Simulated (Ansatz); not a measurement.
A computed series for hypothetical P6_3/mmc HgI2: carrier doping

Consider HgI2 (space group P6_3/mmc, No. 194; a = 4.155 Å, c = 14.391 Å; a hypothetical phase, not in the database extracts checked).

Carriers are added at fixed cell with a uniform background; the Fermi–Dirac width is that of 300 K.

Method: Ansatz (a quantum-chemistry and plane-wave program) r2SCAN+rVV10, without spin-orbit coupling, earlier PAW set.

Candidates:
(a) electrons 3.0×10^21 cm⁻³
(b) holes 2.0×10^21 cm⁻³
(c) electrons 2.0×10^21 cm⁻³

Before the change:

The gap between the host's bands is 0.66 eV.

Q: Order them by gap between the host's bands, lowest first.

A: (a) electrons 3.0×10^21 cm⁻³ (0.46 eV), (c) electrons 2.0×10^21 cm⁻³ (0.53 eV), (b) holes 2.0×10^21 cm⁻³ (0.75 eV)

Charged cell with a jellium background: band edges are those of the host's band count, energies are not comparable with the neutral cell, and many-body gap narrowing is missing. With Hg and I present, leaving out spin-orbit coupling can change the band edges. Whether these cells are dynamically stable was not tested.
